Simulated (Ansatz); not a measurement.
# fcc Pt (1 1 1) on wurtzite GaN (0 0 1) (film strained to the substrate, started from cuts of the bulks and a machine-learned relaxation)

A periodic stack without vacuum, fcc Pt (1 1 1) on wurtzite GaN (0 0 1) (film strained to the substrate, started from cuts of the bulks and a machine-learned relaxation): substrate slab Ga18N18, film Pt16, surface cells [[-1, 1], [-1, -2]] and [[0, 2], [-2, 0]], film strained by -0.7 and -0.7 %, outermost planes Ga/N and Pt/Pt as cut, which need not be the usual terminations and can put a slab off its formula.

The start was prepared with a machine-learned potential, and the result is one local minimum, with the in-plane cell held and forces under 0.04 eV/Å; the film can end far from its bulk form.

Calculation: PBE (plane waves to 420 eV, PAW; Ansatz, a quantum-chemistry and plane-wave program). No spin–orbit coupling; the runs are not spin-polarised; PBE gaps are too small against experiment. Its k-point mesh 6×6×1, Fermi–Dirac width 0.05 eV.

```
Item                                                                                                                     Result
--------------------------------------------------------------------------------  ---------------------------------------------
interface area                                                                                                          26.9 Å²
period                                                                                                                  25.53 Å
gaps between the outermost planes at the two interfaces                                                         0.56 and 1.80 Å
Ga–Pt contacts across the interfaces within 1.22 times the sum of covalent radii                                10, mean 2.59 Å
N–Pt contacts across the interfaces within 1.22 times the sum of covalent radii                                  9, mean 2.03 Å
estimate of the barrier                                                           withheld, since the two interfaces are unlike
slope of the mean potential energy in the substrate                                                              +3.6 MV/cm × e
```

```xyz
52
Lattice="5.5744 -0.0002 -0.0534 -2.7876 4.8275 -0.0310 -1.6489 -1.9194 25.5739" Properties=species:S:1:pos:R:3 pbc="T T T"
Ga    -0.9944     1.4272     0.9756
Ga     1.8788    -0.0832     0.9737
Ga     1.3938     2.8589     0.8956
Ga     0.8036     1.4406     3.5919
Ga     3.5945    -0.1736     3.5695
Ga    -1.9942     3.0524     3.5403
N     -1.0561     1.4272     2.9436
N      1.7332    -0.1652     2.9358
N      1.7067     3.0342     2.8657
N      0.8226     1.4647     5.5510
N      3.6104    -0.1467     5.5326
N     -1.9697     3.0746     5.5222
Ga    -1.0356     1.4765     6.2058
Ga     1.7561    -0.1431     6.2025
Ga     1.7619     3.0834     6.1683
Ga     0.8487     1.5048     8.8070
Ga     3.6407    -0.1010     8.8120
Ga    -1.9309     3.1097     8.8285
N     -1.0148     1.4972     8.1717
N      1.7759    -0.1158     8.1714
N      1.7783     3.1081     8.1361
N      0.8646     1.5311    10.7713
N      3.6580    -0.0754    10.7840
N     -1.9087     3.1292    10.7966
Ga    -0.9693     1.5320    11.4831
Ga     1.7947    -0.0638    11.4383
Ga     1.8074     3.1400    11.3974
Ga     0.9293     1.5938    14.1288
Ga     3.6456    -0.0865    14.0115
Ga    -1.8812     3.1857    14.0396
N     -0.9462     1.5413    13.4783
N      1.7926    -0.0321    13.3987
N      1.8348     3.1636    13.3530
N      1.3190     1.6883    16.0592
N      3.3228    -0.5478    15.9244
N     -1.9667     3.1245    15.9948
Pt     0.2200     1.0745    17.5898
Pt    -2.2973     1.2647    16.6628
Pt     2.0333    -1.0964    17.5057
Pt    -0.8383    -1.3295    17.0925
Pt    -2.2421     2.9199    19.6281
Pt     0.5729     2.9412    19.7566
Pt    -0.8882     0.4922    19.8431
Pt     1.9618     0.5147    19.7812
Pt     3.2964    -0.3024    22.1857
Pt     0.5100    -0.3348    22.1130
Pt     1.9305     2.1213    22.0492
Pt    -0.9073     2.1258    22.0803
Pt     0.5095     1.3152    24.2935
Pt    -2.3577     1.2196    24.6821
Pt     1.7189    -1.1940    24.5440
Pt    -1.0252    -1.1048    24.6613
```
